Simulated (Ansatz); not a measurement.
Results of PBEsol+SOC in Ansatz (PAW) for Cd3N2 (model structure, started from the A-La2O3 type, P-3m1, No. 164, 5 atoms in the cell).

The input as run:

Ansatz 0.2 input:
```yaml
crystal:
  lattice:
    - [3.6658110872, 0.0000002958, 0.0]
    - [-1.8329057998, 3.1746853791, 0.0]
    - [0.0, 0.0, 6.3720681543]
  atoms:
    - { symbol: N, position: [0.3333333333, 0.6666666667, 0.2210661752] }
    - { symbol: N, position: [0.6666666667, 0.3333333333, 0.7789338248] }
    - { symbol: Cd, position: [0.0, 0.0, 0.0] }
    - { symbol: Cd, position: [0.3333333333, 0.6666666667, 0.6573110807] }
    - { symbol: Cd, position: [0.6666666667, 0.3333333333, 0.3426889193] }
basis:
  ecutwfc: 520
  ecutrho_ratio: 4
  xc_grid: 2
kpoints:
  mp_grid: { grid: [18, 18, 10] }
hamiltonian:
  xc: pbesol
  dispersion: none
  pseudopotentials: { kind: paw }
scf:
  occupations: { method: fermi_dirac, width: 0.05 }
  convergence: { dr2_threshold: 0.0000000005 }
output:
  forces: true
  stress: true
  eigenvalues: true
magnetization:
  noncollinear: true
  spin_orbit: true
```

Output (set-up and result lines):

```
Crystal: 5 atoms, lattice volume = 74.157 Å³
Basis set: ecut = 520 eV, 1979 PW (Γ), exchange–correlation on 60×60×96 points (8 copies of the dense FFT grid, shifted against one another)
Bands: 84, of which v1, the nominal top of the filled ones, is band 70 counted from 1 (69 counted from 0)
Symmetry: 12 space group operations + 12 with time reversal
k-points: 330 of 3240
Initial density: superposition of atomic densities (chi_scale 0.1, normalization cell, long waves kept (reshape's long-wave potential 0.16 eV rms))
Functional: x = pbesol(κ = 0.804, μ = 0.12345679012345678), c = pbesol(β = 0.046)
spin=Noncollinear: Kerker preconditioning applied to the charge; magnetization (m_x, m_y, m_z) channels mix plain (no charge-response kernel on spin).
SCF 1 converged in 12 iterations: F = -25314.053077 eV  dr2 = 4.15e-10
SCF converged after 12 iterations
Free energy (F): -25314.053077 eV
Internal energy: -25314.049556 eV  (E = F + TS)
E sigma→0 (E₀):  -25314.051317 eV
Fermi energy:    13.618388 eV
--- Forces (eV/Å), atoms counted from 1 ---
  atom   1  N      0.00000000     0.00000000    -0.00061556
  atom   2  N     -0.00000000    -0.00000000     0.00061556
  atom   3  Cd     0.00000000    -0.00000000     0.00000000
  atom   4  Cd     0.00000000    -0.00000000     0.00242292
  atom   5  Cd    -0.00000000     0.00000000    -0.00242292
--- Stress (GPa, compression-positive) ---
       -0.083172      -0.000000      -0.000000
       -0.000000      -0.083172      -0.000000
        0.000000      -0.000000      -0.054501
  P = ⅓ Tr σ = -0.0736 GPa (-0.736 kbar)
```

The PAW data were made under PBE.

Note: the relaxation could raise the start's symmetry but not lower it, so the cell can be a saddle point.

The result took roughly 5 core-minutes.

A model structure was made by putting elements into a prototype or built by hand; it is no filed structure, need not be a known phase, and can be a saddle point held by its symmetry.

Ansatz is a quantum-chemistry and plane-wave program.
